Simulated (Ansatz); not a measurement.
Start from FeAs in the CsCl type structure (space group Pm-3m, No. 221; a = 2.905 Å; ferromagnetic; a hypothetical phase, not in the database extracts checked; relaxed with 0.1 eV smearing). Axes: x, y, z lie along the cube axes.

Calculations: PBEsol (Ansatz, a quantum-chemistry and plane-wave program; PAW; 420 eV plane waves; spin-orbit coupling left out).

Perturbation: uniaxial strain ε_xx = +5.34 %, all other strain components held at zero; the atoms relax in the strained cell.

### Question
Predict the stress tensor and what it implies for the stiffness.

### Answer
Stress of the strained cell less that of the base (GPa, compression positive):
```
  -11.1     0.0     0.0
    0.0    -4.0     0.0
    0.0     0.0    -4.0
```

Then −Δσ_ii/ε with ε = 0.0534 gives secant stiffness values (nonlinear terms included at this strain): C11 ≈ 207 GPa, C12 ≈ 76 GPa and C13 ≈ 76 GPa.

As a check, the harmonic strain energy −½ V₀ Δσ:ε is 23 meV/atom; the computed energy rise is 26 meV/atom.

The magnetic state is the one reached from the starting moments; the real material's order can differ, and small cells can't hold many antiferromagnetic ones. Whether these cells are dynamically stable was not tested.
